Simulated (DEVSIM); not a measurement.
System: Co/Si3N4/p-In0.53Ga0.47As capacitor, at 300 K.

```tsv
layer (left to right)	material	thickness (nm)	Na (cm⁻³)
1	Si3N4	4.50	-
2	In0.53Ga0.47As	1200	2.3e17
```

Metal gate on the left, work function 5 eV. Fixed charge at the semiconductor interface 0 cm⁻² (in units of +e); no interface traps.

Constants are typed, rounded textbook-type inputs, not results; the design itself was drawn at random and stands for no fabricated device. Values at 300 K.

```
parameter      Si3N4  In0.53Ga0.47As
-------------  -----  --------------
gap (eV)         5.1            0.74
affinity (eV)    2.1            4.51
permittivity     7.5            13.9
Nc (cm⁻³)          -          2.1e17
Nv (cm⁻³)          -          7.7e18
```

DEVSIM, 1D Poisson equation in equilibrium, Boltzmann statistics, complete ionisation; no quantum confinement or tunnelling. Metal contacts follow the ideal Schottky-Mott rule: no Fermi-level pinning, no interface dipoles.

The substrate doping was swept, all else fixed.

```
substrate doping (cm^-3)  flat-band voltage (V)  minimum of the low-frequency capacitance (μF/cm²)
------------------------  ---------------------  -------------------------------------------------
1.2e16                                    -0.08                                             0.0551
2.3e16                                    -0.10                                                  ?
4.6e16                                    -0.12                                             0.0970
1.2e17                                    -0.14                                              0.143
2.3e17                                    -0.16                                              0.185
4.6e17                                    -0.18                                              0.244
```

### Question
Some entries are withheld; supply them.

### Answer

- 2.3e16, minimum of the low-frequency capacitance (μF/cm²): 0.0726
